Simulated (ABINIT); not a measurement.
# A self-consistent single point of NbRe (Cmmm, 2 atoms in the cell) with ABINIT

Computed with LDA (PW92), PAW (JTH v2.0 LDA PAW) (plane waves; ABINIT 10.0.3).

Input as run:

```
# NbRe, JTH v2.0 LDA PAW
pp_dirpath "./"
pseudos "Nb.LDA_PW-JTH.xml, Re.LDA_PW-JTH.xml"
acell 5.1998510847 5.1998510847 8.5147771052
rprim
         0.5759290635   -0.8174996720    0.0000000000
         0.5759290635    0.8174996720    0.0000000000
         0.0000000000    0.0000000000    1.0000000000
natom 2
ntypat 2
znucl 41 75
typat 1 2
xcart
         0.0000000000    0.0000000000    0.0000000000
         2.9947453657    0.0000000000    4.2573885526
ecut 20 Ha
pawecutdg 40 Ha
pawxcdev 0
occopt 7
tsmear 0.272 eV
nband 19
kptopt 1
ngkpt 13 13 8
nshiftk 1
shiftk 0 0 0
nstep 80
tolvrs 1.0e-10
prtwf 0
prtden 0
prtvol 1
```

Log, with long lists cut:

```
 Symmetries : space group Cm m m (# 65); Bravais oC (1-face-center ortho.)

 -outvars: echo values of preprocessed input variables --------
            acell      5.1998510847E+00  5.1998510847E+00  8.5147771052E+00 Bohr
             ecut      2.00000000E+01 Hartree
              ixc       -1012
         kptrlatt       13    0    0      0   13    0      0    0    8
          kptrlen      6.75980641E+01
            natom           2
            nband          19
            ngfft          24      24      36
          ngfftdg          30      30      50
             nkpt         245
            nstep          80
             nsym           8
           ntypat           2
           occopt           7
        pawecutdg      4.00000000E+01 Hartree
         pawxcdev           0
            rprim      5.7592906350E-01 -8.1749967200E-01  0.0000000000E+00
                       5.7592906350E-01  8.1749967200E-01  0.0000000000E+00
                       0.0000000000E+00  0.0000000000E+00  1.0000000000E+00
          spgroup          65
           tolvrs      1.00000000E-10
           tsmear      9.99581651E-03 Hartree
            typat      1  2
           useylm           1
             xred      0.0000000000E+00  0.0000000000E+00  0.0000000000E+00
                       5.0000000000E-01  5.0000000000E-01  5.0000000000E-01
            znucl       41.00000   75.00000

== DATASET  1 ==================================================================

 Real(R)+Recip(G) space primitive vectors, cartesian coordinates (Bohr,Bohr^-1):
 R(1)=  2.9947454 -4.2508766  0.0000000  G(1)=  0.1669591 -0.1176228  0.0000000
 R(2)=  2.9947454  4.2508766  0.0000000  G(2)=  0.1669591  0.1176228  0.0000000
 R(3)=  0.0000000  0.0000000  8.5147771  G(3)=  0.0000000  0.0000000  0.1174429
 Unit cell volume ucvol=  2.1679121E+02 bohr^3
 Angles (23,13,12)=  9.00000000E+01  9.00000000E+01  1.09670558E+02 degrees

 Coarse grid specifications (used for wave-functions):

 getcut: wavevector=  0.0000  0.0000  0.0000  ngfft=  24  24  36
         ecut(hartree)=     20.000   => boxcut(ratio)=   2.10014

 Fine grid specifications (used for densities):

 getcut: wavevector=  0.0000  0.0000  0.0000  ngfft=  30  30  50
         ecut(hartree)=     40.000   => boxcut(ratio)=   2.02646

   1.77370641E+03                                ecore*ucvol(ha*bohr**3)

 newkpt: prtvol=0 or 1, do not print more k-points.
_setup2: Arith. and geom. avg. npw (full set) are     926.027     926.011

--- !BeginCycle
solver: {iscf: 17, nstep: 80, nline: 4, wfoptalg: 10, }
tolerances: {tolvrs: 1.00E-10, }
...

     iter   Etot(hartree)      deltaE(h)  residm     nres2
 ETOT  1  -137.86496705534    -1.379E+02 2.064E+00 9.481E+00
 ETOT  2  -138.30546485632    -4.405E-01 5.484E-02 2.785E+00
 ETOT  3  -138.30227971431     3.185E-03 3.838E-02 9.383E-01
 ETOT  4  -138.30187871229     4.010E-04 5.304E-03 6.002E-01
 ETOT  5  -138.30054848866     1.330E-03 5.216E-03 6.670E-04
 ETOT  6  -138.30057471478    -2.623E-05 1.919E-03 2.921E-04
 ETOT  7  -138.30057423169     4.831E-07 3.391E-03 1.853E-05
 ETOT  8  -138.30057423547    -3.781E-09 6.211E-04 6.279E-07
 ETOT  9  -138.30057423505     4.194E-10 1.624E-03 5.248E-08
 ETOT 10  -138.30057423500     5.431E-11 6.799E-04 1.616E-08
 ETOT 11  -138.30057423496     3.357E-11 1.295E-03 1.196E-10
 ETOT 12  -138.30057423496    -9.379E-13 3.852E-04 1.681E-11

 At SCF step   12       nres2   =  1.68E-11 < tolvrs=  1.00E-10 =>converged.

 Cartesian components of stress tensor (hartree/bohr^3)
  sigma(1 1)=  3.19953741E-04  sigma(3 2)=  0.00000000E+00
  sigma(2 2)=  2.86713839E-04  sigma(3 1)=  0.00000000E+00
  sigma(3 3)=  3.58534638E-04  sigma(2 1)=  0.00000000E+00

 ----iterations are completed or convergence reached----

 reduced coordinates (array xred) for    2 atoms
       0.000000000000      0.000000000000      0.000000000000
       0.500000000000      0.500000000000      0.500000000000
 cartesian forces (eV/Angstrom) at end:
    1     -0.00000000000000    -0.00000000000000    -0.00000000000000
    2     -0.00000000000000    -0.00000000000000    -0.00000000000000
 frms,max,avg= 0.0000000E+00 0.0000000E+00   0.000E+00  0.000E+00  0.000E+00 e/A
 length scales=  5.199851084700  5.199851084700  8.514777105200 bohr
              =  2.751642682085  2.751642682085  4.505825980296 angstroms
 Fermi (or HOMO) energy (hartree) =   0.47264   Average Vxc (hartree)=  -0.50141
 Eigenvalues (hartree) for nkpt= 245  k points:
 kpt#   1, nband= 19, wtk=  0.00074, kpt=  0.0000  0.0000  0.0000 (reduced coord)
  -2.48111   -1.53810   -1.07648   -1.06800   -1.06154   -0.66240   -0.63695   -0.62777
   0.15561    0.27224    0.33831    0.42362    0.42445    0.43790    0.51350    0.51928
   0.51980    0.57699    0.60064
      occupation numbers for kpt#   1
   2.00000    2.00000    2.00000    2.00000    2.00000    2.00000    2.00000    2.00000
   2.00000    2.00000    2.00000    2.00000    2.00000    2.00000    0.00000    0.00000
   0.00000    0.00000    0.00000
 prteigrs : prtvol=0 or 1, do not print more k-points.

--- !EnergyTerms
comment             : Components of total free energy in Hartree
kinetic             :  3.15088511838097E+01
hartree             :  2.01328861835947E+01
xc                  : -1.88726149082920E+01
Ewald energy        : -1.18981866738801E+02
psp_core            :  8.18163426482919E+00
local_psp           : -7.09842667960361E+01
spherical_terms     :  1.07162506362564E+01
internal            : -1.38299126174639E+02
'-kT*entropy'       : -1.44840112545136E-03
total_energy        : -1.38300574575765E+02
total_energy_eV     : -3.76335002283969E+03
...

-Cartesian components of stress tensor (GPa)         [Pressure= -9.4657E+00 GPa]
- sigma(1 1)=  9.41336248E+00  sigma(3 2)=  0.00000000E+00
- sigma(2 2)=  8.43541095E+00  sigma(3 1)=  0.00000000E+00
- sigma(3 3)=  1.05484515E+01  sigma(2 1)=  0.00000000E+00

 Calculation completed.
```

The run converged in 12 iterations.

The starting cell comes from a database of computed structures (which also holds hypothetical and non-ambient phases and stackings), without a prior relaxation at this level. Its lattice was rescaled by a random factor within 2.5 % of one. Spin polarisation is off. With a pressure of about -9 GPa the cell is away from its equilibrium volume at this level.

Cost on one core of a shared machine: roughly 2 min.
